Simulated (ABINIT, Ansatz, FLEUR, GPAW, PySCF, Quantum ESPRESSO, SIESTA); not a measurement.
One structure in several programs: Si (Fd-3m, 2 atoms in the cell)

Self-consistent single point.

```
Si
1.0
    0.00000     2.71550     2.71550
    2.71550     0.00000     2.71550
    2.71550     2.71550     0.00000
Si
2
Cartesian
  0.00000   0.00000   0.00000
  1.35775   1.35775   1.35775
```

Shared settings, as Ansatz (a program for electronic structure) writes them: kpoints.mp_grid.grid = 2 2 2; scf.occupations.method = fermi_dirac; scf.occupations.width = 0.01 eV. Potentials and cutoffs stand in the table.

```
code                                                                                                                                model  pressure (GPa)  gap on the mesh (eV)           cutoff
----------------  -----------------------------------------------------------------------------------------------------------------------  --------------  --------------------  ---------------
PySCF                            PBE, Gaussian basis gth-dzvp-molopt-sr, GTH pseudopotentials gth-pbe, FFT density fitting with multigrid               –                 0.665       grid 50 Ha
GPAW                                                                                         PBE, GPAW PAW datasets PBE (gpaw-data 1.0.1)           10.22                 0.595           600 eV
Quantum ESPRESSO                                                          PBE, PseudoDojo standard norm-conserving (PBE) pseudopotentials            9.82                 0.596            40 Ry
ABINIT                                                                                                        PBE, PAW (JTH v2.0 PBE PAW)            9.84                 0.611            20 Ha
SIESTA            GGA PBE, numerical atomic orbitals TZP, PseudoDojo PBE standard norm-conserving potentials (rewritten from UPF to PSML)           11.29                 0.590      grid 350 Ry
FLEUR                                                                        PBE, all-electron FLAPW (FLEUR), scalar-relativistic valence               –                 0.600  Kmax 3.9 1/bohr
Ansatz                                                                                                             PBE, default PAW files            9.89                 0.595          default
```

A dash marks a value that a program does not give, or that is left out as unsure.

Gaps are read on the mesh.

The spread over the programs that give each value: pressure within 1.47 GPa; gap on the mesh within 0.075 eV.

PySCF and SIESTA use small atom-centred bases, whose incompleteness enters pressures, forces and empty levels differently from a plane-wave cutoff. FLEUR treats all electrons, but the usual bases taken here (sphere radii, linearisation, local orbitals, empty states) were not tested for convergence, so the values are no reference for the others. Ansatz's pressure is given at a fixed set of plane waves, as the other plane-wave codes print theirs. In the pressure, SIESTA (by 1.42) lies more than 1 GPa from the median of the plane-wave programs.

On the base mesh (7 7 7) the same programs gave: Ansatz pressure 2.01 GPa, gap on the mesh 0.570 eV; Quantum ESPRESSO pressure 1.95 GPa, gap on the mesh 0.570 eV; ABINIT pressure 1.93 GPa, gap on the mesh 0.583 eV; GPAW pressure 2.31 GPa, gap on the mesh 0.569 eV; PySCF gap on the mesh 0.632 eV; FLEUR gap on the mesh 0.574 eV; SIESTA pressure 2.77 GPa, gap on the mesh 0.534 eV.

The values differ from the base mesh's, so the mesh still matters here: the table compares the programs at equal settings.

The starting cell has typed, rounded lattice constants, without a prior relaxation at this level.

Left out of this page: CP2K (on another mesh); Elk (not drawn, or without a comparable value).

Keys are those of Ansatz 0.2.
